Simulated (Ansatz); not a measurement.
The starting structures come from a database of crystals and need not be the phases stable at ambient conditions.

Here is the system:

```
CELL_PARAMETERS angstrom
      7.34620     0.00000     0.00000
      3.67310     7.56855     0.00000
      0.00000     4.67557     1.60577
ATOMIC_POSITIONS crystal
  Na 0.25000 0.00000 0.50000
  Na 0.75000 0.00000 0.50000
  H  0.22395 0.55210 0.89580
  H  0.77605 0.44790 0.10420
  H  0.77605 0.00000 0.00000
  H  0.22395 0.00000 0.00000
  Pt 0.00000 0.00000 0.00000
```

Space group of this cell: I4/mmm. The cell is taken as given.

Transport runs along the normal of the first two printed cell vectors, the (111) plane of the conventional cell.

The gap is the functional's own. No spin-orbit coupling. Mid-gap values are interpolated on the energy grid.

Question: Give the band gap and the smallest decay constant κ at mid-gap that PBEsol run with Ansatz (a quantum-chemistry and plane-wave program) yields.

Answer: Gap 2.07 eV on a 18×18×18 mesh; κ = 0.346 1/Å, at the zone centre.
